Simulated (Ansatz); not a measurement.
Start from SnTe in the rock salt structure (space group Fm-3m, No. 225; a = 6.235 Å). Axes: x, y, z lie along the cube axes.

All numbers come from LDA (Ansatz, an electronic-structure program), spin-orbit coupling left out.

It is then changed as follows: tensor shear ε_xy = +0.57 % (engineering shear γ = 0.0114), atoms relaxed at fixed cell.

Predict the new stress.

The stress (xx, yy, zz, yz, xz, xy; compression positive) is (0.00, 0.00, 0.00, 0.00, 0.00, -0.20) GPa.

What happens to the energy relative to the base?

The energy stays essentially unchanged.

The cells carry an imposed strain or load. Whether these cells are dynamically stable was not tested.
